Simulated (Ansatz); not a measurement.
SrTiO3 (Pm-3m), PBEsol with spin-orbit coupling, rigid bands in Ansatz (a first-principles code). Band gap 1.84 eV, N_c = 5.69e19 cm⁻³ and N_v = 2.35e20 cm⁻³ at 300 K, conductivity masses of 0.651 mₑ (electrons) and 1.86 mₑ (holes). Take k_BT = 0.02585 eV.

Problem. What built-in voltage has an abrupt junction with N_A = 1e17 and N_D = 1e18 cm⁻³, all dopants ionised?

Solution. V_bi = E_g/e − (k_BT/e) ln(N_c N_v/(N_A N_D)) = 1.84 − 0.02585 × 11.80 = 1.53 V, for the computed gap.

Problem. A film of it is 2 nm thick. Estimate the confinement energies in an infinite well.

Solution. ħ²π²/(2m t²) = 0.376 eV·nm²/(m/mₑ × t²) gives 144 meV for electrons and 50.5 meV for holes, so the gap would widen to about 2.03 eV. Finite barriers and nonparabolic bands lower this, and with several valleys or bands the heaviest mass along the normal sets the lowest level, not this average.

Problem. Find the intrinsic carrier density and the intrinsic Fermi level.

Solution. n_i = √(N_c N_v) exp(−E_g/2k_BT) = 1.16e20 × exp(−35.59) = 4.1e4 cm⁻³. The level lies (k_BT/2) ln(N_v/N_c) = 18 meV from mid-gap (positive towards the conduction band). Each 0.1 eV added to the gap lowers n_i by a factor of 6.9.

Rigid bands with the computed gap; masses take one relaxation time for all states.
